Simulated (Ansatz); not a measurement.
**rock-salt HfN (0 0 1) on rock-salt MgO (0 0 1) (film strained to the substrate, started from cuts of the bulks and a machine-learned relaxation; slabs Mg40O40 and Hf16N16, which can lie off the formulas)**

A periodic stack without vacuum, rock-salt HfN (0 0 1) on rock-salt MgO (0 0 1) (film strained to the substrate, started from cuts of the bulks and a machine-learned relaxation; slabs Mg40O40 and Hf16N16, which can lie off the formulas): substrate slab Mg40O40, film Hf16N16, surface cells [[-3, -1], [-1, -2]] and [[2, 0], [2, 2]], film strained by +4.6 and +4.6 %, outermost planes MgO/MgO and HfN/HfN as cut, which need not be the usual terminations and can put a slab off its formula.

The start was prepared with a machine-learned potential, and the result is one local minimum, with the in-plane cell held and forces under 0.04 eV/Å; the film can end far from its bulk form.

Calculation: PBE (plane waves to 420 eV, PAW; Ansatz, a program for electronic structure). No spin–orbit coupling; the runs are not spin-polarised; PBE gaps are too small against experiment. Its k-point mesh 4×4×1, Fermi–Dirac width 0.05 eV.

| Property | Result |
|---|---|
| interface area | 45.2 Å² |
| period | 27.11 Å |
| heights between the nearest atoms of the two slabs at the two interfaces | 2.40 and 2.40 Å |
| Hf–Mg contacts across the interfaces within 1.22 times the sum of covalent radii | 24, mean 3.43 Å |
| Hf–O contacts across the interfaces within 1.22 times the sum of covalent radii | 8, mean 2.87 Å |
| Mg–N contacts across the interfaces within 1.22 times the sum of covalent radii | 2, mean 2.40 Å |
| hole barrier (PBE) | 3.40 eV |
| electron barrier (PBE) | 1.07 eV |

```
CELL_PARAMETERS angstrom
      6.72540     0.00017     0.04701
      0.00017     6.72540    -0.04778
      0.63671    -2.65749    27.13823
ATOMIC_POSITIONS crystal
  Mg 0.79103 0.63551 0.12997
  Mg 0.39522 0.82854 0.12989
  Mg 0.59746 0.23914 0.12979
  Mg 0.20189 0.43318 0.12980
  Mg 0.99555 0.03515 0.13175
  Mg 0.91701 0.30070 0.05370
  Mg 0.50771 0.49413 0.04145
  Mg 0.70654 0.91206 0.05328
  Mg 0.30261 0.09113 0.05380
  Mg 0.09548 0.70424 0.05364
  Mg 0.77676 0.70137 0.28728
  Mg 0.37650 0.90072 0.28723
  Mg 0.57722 0.30123 0.28726
  Mg 0.17716 0.50050 0.28725
  Mg 0.97679 0.10092 0.28714
  Mg 0.88707 0.36953 0.20880
  Mg 0.48666 0.56760 0.20892
  Mg 0.68468 0.96818 0.20881
  Mg 0.28825 0.16708 0.20877
  Mg 0.08605 0.76597 0.20880
  Mg 0.75799 0.76918 0.44409
  Mg 0.35730 0.96750 0.44397
  Mg 0.55586 0.36807 0.44412
  Mg 0.15940 0.56696 0.44408
  Mg 0.95696 0.16563 0.44410
  Mg 0.86732 0.43425 0.36575
  Mg 0.46759 0.63443 0.36565
  Mg 0.66692 0.03466 0.36564
  Mg 0.26688 0.23392 0.36563
  Mg 0.06731 0.83379 0.36561
  Mg 0.74811 0.83122 0.59941
  Mg 0.33501 0.04117 0.61141
  Mg 0.54176 0.44370 0.59908
  Mg 0.13768 0.62282 0.59970
  Mg 0.92672 0.23445 0.59897
  Mg 0.84855 0.50020 0.52114
  Mg 0.44875 0.70650 0.52293
  Mg 0.64187 0.10186 0.52306
  Mg 0.24658 0.29604 0.52312
  Mg 0.05278 0.89949 0.52294
  O  0.89714 0.33997 0.13054
  O  0.49686 0.53433 0.13001
  O  0.69100 0.93498 0.13040
  O  0.30118 0.13266 0.13053
  O  0.09479 0.72979 0.13047
  O  0.80190 0.61348 0.04757
  O  0.39253 0.79350 0.04803
  O  0.61993 0.20383 0.04874
  O  0.21163 0.38723 0.04935
  O  0.00438 0.00428 0.05774
  O  0.87718 0.40111 0.28725
  O  0.47696 0.60097 0.28733
  O  0.67668 0.00130 0.28722
  O  0.27695 0.20062 0.28719
  O  0.07663 0.80073 0.28720
  O  0.78585 0.66897 0.20890
  O  0.38534 0.86681 0.20886
  O  0.58771 0.26834 0.20884
  O  0.18739 0.46653 0.20882
  O  0.98640 0.06765 0.20859
  O  0.85769 0.46756 0.44431
  O  0.45871 0.66831 0.44402
  O  0.65657 0.06860 0.44408
  O  0.25637 0.26681 0.44408
  O  0.05811 0.86614 0.44400
  O  0.76745 0.73443 0.36569
  O  0.36711 0.93418 0.36557
  O  0.56715 0.33453 0.36570
  O  0.16741 0.53385 0.36568
  O  0.96691 0.13405 0.36566
  O  0.83984 0.53093 0.59517
  O  0.45145 0.74172 0.60545
  O  0.63180 0.14777 0.60351
  O  0.22429 0.33093 0.60368
  O  0.04140 0.92164 0.60528
  O  0.74885 0.80527 0.52248
  O  0.34706 0.00049 0.52289
  O  0.54297 0.40272 0.52236
  O  0.15313 0.60036 0.52252
  O  0.94659 0.19509 0.52228
  Hf 0.79567 0.12414 0.78666
  Hf 0.30124 0.12754 0.78647
  Hf 0.79798 0.61993 0.78626
  Hf 0.30411 0.62361 0.78673
  Hf 0.58206 0.31710 0.70641
  Hf 0.07656 0.35992 0.70633
  Hf 0.54254 0.81330 0.70525
  Hf 0.04078 0.85579 0.70573
  Hf 0.76096 0.17334 0.94678
  Hf 0.25639 0.21594 0.94644
  Hf 0.79744 0.67710 0.94723
  Hf 0.29530 0.71992 0.94738
  Hf 0.53692 0.40584 0.86642
  Hf 0.04206 0.40927 0.86623
  Hf 0.53357 0.91013 0.86617
  Hf 0.03920 0.91352 0.86663
  N  0.55033 0.37197 0.78454
  N  0.05214 0.37394 0.78350
  N  0.54787 0.87073 0.78325
  N  0.04814 0.87518 0.78326
  N  0.81510 0.08784 0.70318
  N  0.31392 0.08484 0.70000
  N  0.81314 0.59185 0.70346
  N  0.30369 0.59213 0.70323
  N  0.52472 0.44897 0.95291
  N  0.02285 0.44479 0.94970
  N  0.53296 0.94226 0.94965
  N  0.02452 0.94153 0.94940
  N  0.78550 0.15954 0.86946
  N  0.28732 0.16144 0.86836
  N  0.78954 0.65824 0.86967
  N  0.28979 0.66255 0.86954
```
